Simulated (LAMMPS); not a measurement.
Fault surfaces of Ni (fcc) on several planes, rigid shifts with relaxation along the normal.

All values are model results, not measurements: classical force field (static), pair style meam, file MoCoNiVFeAlCr_2nn.meam, run in LAMMPS.

```
plane  largest on the first line  largest on the surface  first line along
-----  -------------------------  ----------------------  ----------------
(001)                 1170 mJ/m²              2210 mJ/m²            [1-10]
(110)                 2120 mJ/m²              2790 mJ/m²             [001]
(111)                  911 mJ/m²              1260 mJ/m²            [1-10]
```
